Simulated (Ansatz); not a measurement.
**Convergence test for In2O3 (Ia-3, 40 atoms in the cell)**

```yaml
crystal:
  lattice:
    - [-5.13438, 5.13438, 5.13438]
    - [5.13438, -5.13438, 5.13438]
    - [5.13438, 5.13438, -5.13438]
  atoms:
    - { symbol: In, position: [0.50000, 0.50000, 0.50000] }
    - { symbol: In, position: [0.50000, 0.00000, 0.00000] }
    - { symbol: In, position: [0.00000, 0.00000, 0.50000] }
    - { symbol: In, position: [0.00000, 0.50000, 0.00000] }
    - { symbol: In, position: [0.25000, 0.71650, 0.46650] }
    - { symbol: In, position: [0.75000, 0.78350, 0.03350] }
    - { symbol: In, position: [0.46650, 0.25000, 0.71650] }
    - { symbol: In, position: [0.03350, 0.75000, 0.78350] }
    - { symbol: In, position: [0.71650, 0.46650, 0.25000] }
    - { symbol: In, position: [0.78350, 0.03350, 0.75000] }
    - { symbol: In, position: [0.75000, 0.28350, 0.53350] }
    - { symbol: In, position: [0.25000, 0.21650, 0.96650] }
    - { symbol: In, position: [0.53350, 0.75000, 0.28350] }
    - { symbol: In, position: [0.96650, 0.25000, 0.21650] }
    - { symbol: In, position: [0.28350, 0.53350, 0.75000] }
    - { symbol: In, position: [0.21650, 0.96650, 0.25000] }
    - { symbol: O, position: [0.53610, 0.77370, 0.54340] }
    - { symbol: O, position: [0.73030, 0.99270, 0.95660] }
    - { symbol: O, position: [0.76970, 0.72630, 0.26240] }
    - { symbol: O, position: [0.96390, 0.50730, 0.23760] }
    - { symbol: O, position: [0.54340, 0.53610, 0.77370] }
    - { symbol: O, position: [0.95660, 0.73030, 0.99270] }
    - { symbol: O, position: [0.26240, 0.76970, 0.72630] }
    - { symbol: O, position: [0.23760, 0.96390, 0.50730] }
    - { symbol: O, position: [0.77370, 0.54340, 0.53610] }
    - { symbol: O, position: [0.99270, 0.95660, 0.73030] }
    - { symbol: O, position: [0.72630, 0.26240, 0.76970] }
    - { symbol: O, position: [0.50730, 0.23760, 0.96390] }
    - { symbol: O, position: [0.46390, 0.22630, 0.45660] }
    - { symbol: O, position: [0.26970, 0.00730, 0.04340] }
    - { symbol: O, position: [0.23030, 0.27370, 0.73760] }
    - { symbol: O, position: [0.03610, 0.49270, 0.76240] }
    - { symbol: O, position: [0.45660, 0.46390, 0.22630] }
    - { symbol: O, position: [0.04340, 0.26970, 0.00730] }
    - { symbol: O, position: [0.73760, 0.23030, 0.27370] }
    - { symbol: O, position: [0.76240, 0.03610, 0.49270] }
    - { symbol: O, position: [0.22630, 0.45660, 0.46390] }
    - { symbol: O, position: [0.00730, 0.04340, 0.26970] }
    - { symbol: O, position: [0.27370, 0.73760, 0.23030] }
    - { symbol: O, position: [0.49270, 0.76240, 0.03610] }
```

Computed with PBE, PAW files (plane waves; Ansatz, a program for electronic structure).

The starting cell was generated: these elements placed on a structure prototype, without a prior relaxation; it need not be a known phase or ordering of this composition. Its lattice was rescaled by a random factor within 2.5 % of one. Ansatz's pressure includes its estimate of the finite-basis (Pulay) stress.

Held fixed: kpoints.mp_grid.grid = 3 3 3; hamiltonian.xc = pbe; hamiltonian.pseudopotentials = {kind: paw} (the program's default PAW files); scf.occupations.method = methfessel_paxton; scf.occupations.width = 0.1 eV.

ΔF is the free energy per atom less that of the last row (16).

| basis.ecutrho_ratio | ΔF (meV/atom) | pressure (GPa) | largest force (eV/Å) | gap on the mesh (eV) |
|---|---|---|---|---|
| 2 | -2.8 | 1.38 | 0.283 | 0.969 |
| 3 | 0.05 | 0.97 | 0.289 | 0.968 |
| 4 | 0.00 | 0.98 | 0.289 | 0.968 |
| 5 | 0.00 | 0.98 | 0.289 | 0.968 |
| 6 | 0.00 | 0.98 | 0.289 | 0.968 |
| 8 | 0.00 | 0.98 | 0.289 | 0.968 |
| 10 | 0.00 | 0.98 | 0.289 | 0.968 |
| 12 | 0.00 | 0.98 | 0.289 | 0.968 |
| 16 | 0.00 | 0.98 | 0.289 | 0.968 |

Pressure within 0.05 GPa of the last row: from basis.ecutrho_ratio = 3 on; the one before it is off by 0.40 GPa. The value it settles on is 0.98 GPa at this level of theory and with the other settings as held.

The gap is read on the k-point mesh of the run and can differ from the gap over the whole zone at this level.

Keys are those of Ansatz 0.2.
